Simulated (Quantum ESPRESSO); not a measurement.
# Convergence test for EuN (Fm-3m, 2 atoms in the cell)

```cif
data_EuN
_chemical_formula_sum 'Eu1 N1'
_space_group_name_H-M_alt 'P 1'
_space_group_IT_number 1
_cell_length_a 3.58461
_cell_length_b 3.58461
_cell_length_c 3.58461
_cell_angle_alpha 60.000
_cell_angle_beta 60.000
_cell_angle_gamma 60.000
loop_
_space_group_symop_operation_xyz
  'x, y, z'
loop_
_atom_site_label
_atom_site_type_symbol
_atom_site_fract_x
_atom_site_fract_y
_atom_site_fract_z
_atom_site_occupancy
Eu1 Eu 0.00000 0.00000 0.00000 1
N1 N 0.50000 0.50000 0.50000 1
```
Moments meant for the start (each program seeds them in its own way; μB, in the order of the atoms Eu N): 7.0 0.0.

Level of theory: PBEsol, SSSP 1.1.2 efficiency (PBE) pseudopotentials (plane waves; Quantum ESPRESSO).

The starting cell comes from a database of computed structures (which also holds hypothetical and non-ambient phases and stackings), without a prior relaxation at this level. The magnetic order is the one reached from the typed start; others were not searched systematically. With U or open f shells several self-consistent states can exist. The f electrons are in the valence without U or exact exchange, which can misplace them near the Fermi level. Spin-orbit terms, which matter for f shells, are left out. In the base run, with a pressure of about -7 GPa the cell is away from its equilibrium volume at this level.

Held fixed: occupations = smearing; smearing = gauss; degauss = 0.0147 Ry; nspin = 2; input_dft = pbesol; potentials = {Eu: Eu.GGA-PBE-paw-v1.0.UPF, N: N.pbe-n-radius_5.UPF}; K_POINTS = automatic 11 11 11 0 0 0; conv_thr = 1e-09 Ry; mixing_beta = 0.5. Moved along with it: ecutrho.

ΔF is the free energy per atom less that of the last row (88 Ry).

The series runs over ecutwfc = 20 Ry; 25 Ry; 30 Ry; 35 Ry; 40 Ry; 45 Ry; 50 Ry; 57 Ry; 65 Ry; 75 Ry; 88 Ry.

From which setting on does the pressure stay within 0.5 GPa of the last one?

From ecutwfc = 40 Ry on; the one before it is off by 1.4 GPa. The value it settles on is -6.3 GPa at this level of theory and with the other settings as held.

From which setting on does the energy stay within 0.5 meV/atom of the last one?

From ecutwfc = 75 Ry on; the one before it is off by 1.7 meV/atom. Only the last setting checks this, so the series should go further.

```json
[
 {"ecutwfc": "20 Ry", "ΔF (meV/atom)": "945.1", "pressure (GPa)": "-31.28", "size of the net moment (μB/atom)": "3.00", "plane waves": "338", "iterations": "19"},
 {"ecutwfc": "25 Ry", "ΔF (meV/atom)": "323.2", "pressure (GPa)": "-17.74", "size of the net moment (μB/atom)": "3.00", "plane waves": "483", "iterations": "18"},
 {"ecutwfc": "30 Ry", "ΔF (meV/atom)": "96.3", "pressure (GPa)": "-11.25", "size of the net moment (μB/atom)": "3.00", "plane waves": "624", "iterations": "19"},
 {"ecutwfc": "35 Ry", "ΔF (meV/atom)": "25.5", "pressure (GPa)": "-7.72", "size of the net moment (μB/atom)": "3.00", "plane waves": "785", "iterations": "23"},
 {"ecutwfc": "40 Ry", "ΔF (meV/atom)": "11.9", "pressure (GPa)": "-6.58", "size of the net moment (μB/atom)": "3.00", "plane waves": "954", "iterations": "22"},
 {"ecutwfc": "45 Ry", "ΔF (meV/atom)": "9.8", "pressure (GPa)": "-6.50", "size of the net moment (μB/atom)": "3.00", "plane waves": "1139", "iterations": "27"},
 {"ecutwfc": "50 Ry", "ΔF (meV/atom)": "7.9", "pressure (GPa)": "-6.53", "size of the net moment (μB/atom)": "3.00", "plane waves": "1363", "iterations": "25"},
 {"ecutwfc": "57 Ry", "ΔF (meV/atom)": "4.7", "pressure (GPa)": "-6.50", "size of the net moment (μB/atom)": "3.00", "plane waves": "1639", "iterations": "32"},
 {"ecutwfc": "65 Ry", "ΔF (meV/atom)": "1.66", "pressure (GPa)": "-6.48", "size of the net moment (μB/atom)": "3.00", "plane waves": "1960", "iterations": "30"},
 {"ecutwfc": "75 Ry", "ΔF (meV/atom)": "0.21", "pressure (GPa)": "-6.38", "size of the net moment (μB/atom)": "3.00", "plane waves": "2439", "iterations": "28"},
 {"ecutwfc": "88 Ry", "ΔF (meV/atom)": "0.00", "pressure (GPa)": "-6.34", "size of the net moment (μB/atom)": "3.00", "plane waves": "3119", "iterations": "27"}
]
```
